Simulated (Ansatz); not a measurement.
Be₅Pt (F-43m, No. 216, 6 atoms in the cell; start mp-1072399)

The numbers are results of PBEsol (Ansatz, a quantum-chemistry and plane-wave program, plane waves, PAW), not measurements.

Numerical settings: plane-wave cutoff 500 eV, 16×16×16 k mesh, Fermi–Dirac smearing 0.1 eV, scalar-relativistic PAW data made under PBE.

Cell (relaxed at this level):

```yaml
crystal:
  lattice:
    - [0.00000, 2.97022, 2.97022]
    - [2.97022, 0.00000, 2.97022]
    - [2.97022, 2.97022, 0.00000]
  atoms:
    - { symbol: Be, position: [0.25000, 0.25000, 0.25000] }
    - { symbol: Be, position: [0.62459, 0.62459, 0.12623] }
    - { symbol: Be, position: [0.62459, 0.12623, 0.62459] }
    - { symbol: Be, position: [0.62459, 0.62459, 0.62459] }
    - { symbol: Be, position: [0.12623, 0.62459, 0.62459] }
    - { symbol: Pt, position: [0.00000, 0.00000, 0.00000] }
```

```yaml
band_gap: none
```

Note: the relaxation could not lower the start's symmetry, so the cell can be a saddle point above a distorted one.

Spin–orbit coupling is not included.

Static lattice: no zero-point or thermal effects.

A start named mp-… is a Materials Project structure, which need not be a measured phase.
